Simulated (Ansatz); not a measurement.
# hypothetical fluorite PdCl2 with two functionals, uniaxial strain ε_zz = +3.08 %

Take PdCl2 in the fluorite structure (space group Fm-3m, No. 225; a = 6.321 Å; ferromagnetic; a hypothetical phase, not in the database extracts checked; relaxed with 0.1 eV smearing) as the base. Axes: x, y, z lie along the cube axes.

(Cell as relaxed with PBE.)

Levels (all Ansatz, a quantum-chemistry and plane-wave program, PAW): PBE (420 eV, scalar-relativistic without spin-orbit coupling); PBEsol (420 eV, no SOC).

Each level relaxes its own structure.

| base | PBE | PBEsol |
|---|---|---|
| volume per atom | 21.05 Å³ | 19.53 Å³ |
| lattice parameter a | 6.321 Å | 6.166 Å |
| band gap | zero | zero |
| largest site moment | 1.06 μB | 0.95 μB |

Modification: the cell is stretched by 3.08 % along z with no lateral relaxation; the atoms relax in the strained cell.

```json
[
 {"quantity": "magnetic state", "PBE": "ferromagnetic", "PBEsol": "[?]"},
 {"quantity": "largest site moment", "PBE": "1.07 μB", "PBEsol": "[?]"},
 {"quantity": "stress (xx, yy, zz, yz, xz, xy; compression positive)", "PBE": "(-0.7, -0.7, -3.2, 0.0, 0.0, 0.0) GPa", "PBEsol": "[?]"},
 {"quantity": "shortest interatomic distance", "PBE": "2.766 Å", "PBEsol": "[?]"},
 {"quantity": "energy relative to the base (free energy F)", "PBE": "+6.6 meV/atom", "PBEsol": "[?]"}
]
```

Task: Predict the PBEsol column.

Result: 
- magnetic state, PBEsol: ferromagnetic
- largest site moment, PBEsol: 0.97 μB
- stress (xx, yy, zz, yz, xz, xy; compression positive), PBEsol: (-1.0, -1.0, -3.9, 0.0, 0.0, 0.0) GPa
- shortest interatomic distance, PBEsol: 2.698 Å
- energy relative to the base (free energy F), PBEsol: +7.5 meV/atom

PBE's largest site moment lies 0.10 μB above PBEsol's; PBE's shortest interatomic distance lies 0.068 Å above PBEsol's (2.5 %); PBE's energy relative to the base lies 0.9 meV/atom below PBEsol's; the two agree on the magnetic state. Neither level is exact; PBEsol is the comparison here, not a measurement.

Other magnetic orders, which the real material may have, were not ruled out. No phonon test of stability was made. No Hubbard U is applied, and correlation can decide whether such a compound is a metal.
